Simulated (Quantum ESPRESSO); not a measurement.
A working Quantum ESPRESSO input for Y2S2O (P2_1/c, 20 atoms in the cell) (DFT, PBEsol, plane waves, GBRV 1.5 ultrasoft (PBESOL) pseudopotentials):

```fortran
&control
   calculation = 'scf'
   prefix = 'y2s2o'
   outdir = './tmp'
   pseudo_dir = './'
   tprnfor = .true.
   tstress = .true.
/
&system
   ibrav = -12
   A = 8.2803350000
   B = 6.8937040000
   C = 6.8690588090
   cosAC = -0.165328181281
   nat = 20
   ntyp = 3
   ecutwfc = 40
   ecutrho = 320
   occupations = 'fixed'
   nbnd = 84
/
&electrons
   conv_thr = 1.0e-11
   mixing_beta = 0.4
/
ATOMIC_SPECIES
Y     88.9058  y_pbesol_v1.4.uspp.F.UPF
S     32.0600  s_pbesol_v1.4.uspp.F.UPF
O     15.9990  o_pbesol_v1.2.uspp.F.UPF
ATOMIC_POSITIONS crystal
Y     0.8615500000    0.9458400000    0.7499400000
Y     0.1384500000    0.0541600000    0.2500600000
Y     0.1384500000    0.4458400000    0.7500600000
Y     0.8615500000    0.5541600000    0.2499400000
Y     0.4244200000    0.8555600000    0.6785000000
Y     0.5755800000    0.1444400000    0.3215000000
Y     0.5755800000    0.3555600000    0.8215000000
Y     0.4244200000    0.6444400000    0.1785000000
S     0.9238800000    0.2770000000    0.9695800000
S     0.0761200000    0.7230000000    0.0304200000
S     0.0761200000    0.7770000000    0.5304200000
S     0.9238800000    0.2230000000    0.4695800000
S     0.3193200000    0.3665600000    0.4239800000
S     0.6806800000    0.6334400000    0.5760200000
S     0.6806800000    0.8665600000    0.0760200000
S     0.3193200000    0.1334400000    0.9239800000
O     0.3834100000    0.9129000000    0.3504500000
O     0.6165900000    0.0871000000    0.6495500000
O     0.6165900000    0.4129000000    0.1495500000
O     0.3834100000    0.5871000000    0.8504500000
K_POINTS automatic
2 3 3  0 0 0
```

The run converged in 18 iterations: free energy E − TS -14498.9005 eV; top of the valence band (on the code's own zero) 8.65 eV; gap on the k-point mesh 2.46 eV; pressure -3.23 GPa; largest force (vector length) 0.073 eV/Å. Each of these slips is then made, one at a time:

(1)
```diff
-   conv_thr = 1.0e-11
+   conv_thr = 1.0d-1
```

(2)
```diff
-   nat = 20
+   nat = 21
```

How does each altered input end?


(1) A convergence threshold that is too loose. The run converged in 3 iterations without an error; against the sound input the free energy rises by 19.1 meV/atom, the pressure goes from -3.23 to -9.05 GPa, the largest force goes from 0.073 to 0.937 eV/Å and the gap on the mesh goes from 2.459 to 2.334 eV. The full log also holds: “SCF correction compared to forces is large: reduce conv_thr to get better values”.

(2) An atom count that does not match the list of atoms. The program stopped before any SCF iteration.
```
Error in routine read_cards (21):
wrong number of columns in ATOMIC_POSITIONS
```

The starting cell comes from a database of computed structures (which also holds hypothetical and non-ambient phases and stackings), without a prior relaxation at this level. Its lattice was rescaled by a random factor within 2.5 % of one. In the base run, with a pressure of about -3 GPa the cell is away from its equilibrium volume at this level.

Left out of this page: 3 runs of the series outside the window shown, repeating another row's setting, or not comparable.
